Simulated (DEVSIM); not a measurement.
Device: Pd/SiO2/n-Ge capacitor, at 300 K.

```csv
layer (left to right),material,thickness (nm),Nd (cm⁻³)
1,SiO2,1.20,-
2,Ge,930,4.1e17
```

Metal gate on the left, work function 5.2 eV. Fixed charge at the semiconductor interface 2.8e11 cm⁻² (in units of +e); interface traps 8.3e10 cm⁻² eV⁻¹, uniform in energy, neutral level at 0.7 of the gap above the valence band.

Constants are typed, rounded textbook-type inputs, not results; the design itself was drawn at random and stands for no fabricated device. Values at 300 K.

```csv
parameter,SiO2,Ge
gap (eV),9,0.664
affinity (eV),0.9,4
permittivity,3.9,16
Nc (cm⁻³),-,1.04e19
Nv (cm⁻³),-,6e18
```

Model (solved in DEVSIM): 1D Poisson equation in equilibrium, Boltzmann statistics, complete ionisation; no quantum confinement or tunnelling. Metal contacts follow the ideal Schottky-Mott rule: no Fermi-level pinning, no interface dipoles.

Problem. Tabulate band edges, carrier densities and field at 0.75 V on the gate.

Solution. Energies count from the Fermi level of the right contact; mesh points crowd at the junctions.

```tsv
x (μm)	Ec (eV)	Ev (eV)	n (cm⁻³)	p (cm⁻³)	field (V/cm)
0.000	3.550	-5.450	< 1e2	< 1e2	-760000
0.0005212	3.510	-5.490	< 1e2	< 1e2	-760000
0.0009553	3.477	-5.523	< 1e2	< 1e2	-760000
0.001668	0.352	-0.312	1.2e13	3.5e13	-150000
0.003587	0.324	-0.340	3.7e13	1.2e13	-140000
0.006345	0.287	-0.377	1.6e14	2.8e12	-130000
0.01163	0.226	-0.438	1.7e15	2.6e11	-100000
0.02527	0.126	-0.538	8.0e16	5.5e9	-45000
0.04488	0.088	-0.577	3.5e17	1.2e9	-5100
0.07971	0.084	-0.580	4.1e17	1.1e9	-52
0.1465	0.084	-0.580	4.1e17	1.1e9	≈ 0
0.3188	0.084	-0.580	4.1e17	1.1e9	≈ 0
0.5387	0.084	-0.580	4.1e17	1.1e9	≈ 0
0.7108	0.084	-0.580	4.1e17	1.1e9	≈ 0
0.8306	0.084	-0.580	4.1e17	1.1e9	≈ 0
0.8770	0.084	-0.580	4.1e17	1.1e9	≈ 0
0.9012	0.084	-0.580	4.1e17	1.1e9	≈ 0
0.9148	0.084	-0.580	4.1e17	1.1e9	≈ 0
0.9243	0.084	-0.580	4.1e17	1.1e9	≈ 0
0.9280	0.084	-0.580	4.1e17	1.1e9	≈ 0
0.9299	0.084	-0.580	4.1e17	1.1e9	≈ 0
0.9312	0.084	-0.580	4.1e17	1.1e9	≈ 0
```
